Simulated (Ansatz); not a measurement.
The reference is CdTe in the zinc blende structure (space group F-43m, No. 216; a = 6.558 Å). Axes: x, y, z lie along the cube axes.

Structures relaxed with plane-wave PAW DFT at the r2SCAN level (Ansatz, a program for electronic structure, 500 eV), scalar-relativistic without spin-orbit coupling.

Base:

Simulated powder pattern, Co Kα, λ = 1.79026 Å (kinematic, ideal powder, no thermal factors, no anomalous dispersion; the 10 strongest lines at most, above 2 %, up to 2θ = 90°):

```
2θ (°)  I/Imax (%)    hkl
------  ----------  -----
27.35          100  (111)
45.42           77  (220)
53.84           47  (311)
66.19           13  (400)
73.03           19  (331)
83.94           27  (422)
```

After one change:

Simulated powder pattern, Co Kα, λ = 1.79026 Å (kinematic, ideal powder, no thermal factors, no anomalous dispersion; the 10 strongest lines at most, above 2 %, up to 2θ = 90°):

```
2θ (°)  I/Imax (%)
------  ----------
27.66          100
45.95           77
54.48           47
67.01           13
73.96           19
85.08           27
```

**Question.** Which of these changes matches the shifts?
A. uniaxial strain ε_xx = +0.81 %
B. isotropic strain −1.09 %
C. isotropic strain +2.79 %
D. strain tensor (xx, yy, zz, yz, xz, xy) = (−0.78, +0.04, +0.87, +0.51, +0.16, −0.32) %

**Answer.** B, isotropic strain −1.09 %. Its volume per atom is 34.11 Å³ against 35.25 Å³, and its space group is F-43m (No. 216).

No phonon test of stability was made.
